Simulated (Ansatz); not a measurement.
Consider BiB in the zinc blende structure (space group F-43m, No. 216; a = 5.456 Å; a hypothetical phase, not in the database extracts checked).

Modification: cell and atoms relaxed at a pressure of 30 GPa.

Levels (all Ansatz, an electronic-structure program, PAW): PBEsol (420 eV, no spin-orbit coupling); r2SCAN (500 eV, without spin-orbit coupling).

The geometry is relaxed with PBEsol.

| Item | Value |
|---|---|
| PBEsol hole mass | 0.14, 0.19, 0.19 mₑ (at Γ) |
| PBEsol electron mass | 1.2 mₑ along k, 0.21 mₑ across (off the special points) |
| PBEsol lowest conduction level above the VBM at special points | X 0.68 eV; U 1.22 eV; K 1.22 eV; L 1.41 eV |

Predict the hole mass, electron mass and lowest conduction level above the VBM at special points from r2SCAN.

The hole mass (degenerate bands, along [100]) becomes 0.13, 0.18, 0.18 mₑ (at Γ) (PBEsol: 0.14, 0.19, 0.19 mₑ (at Γ)); the electron mass goes from 1.2 mₑ along k, 0.21 mₑ across (off the special points) to 1.2 mₑ along k, 0.20 mₑ across (off the special points); the lowest conduction level above the VBM at special points becomes X 0.87 eV; U 1.48 eV; K 1.48 eV; L 1.59 eV (PBEsol: X 0.68 eV; U 1.22 eV; K 1.22 eV; L 1.41 eV).

Single points use the geometry relaxed with PBEsol. Their cutoffs differ, which shifts pressures a little. With Bi present, leaving out spin-orbit coupling can change the band edges. The levels and masses belong to the bands next to the band gap. Load acts through the strain it causes; cell and atoms are relaxed under it. Effective masses come from finite differences of ±0.01 Å⁻¹. Along k means along the line from Γ to the band edge. No phonon test of stability was made. Competing high-pressure phases were not computed.
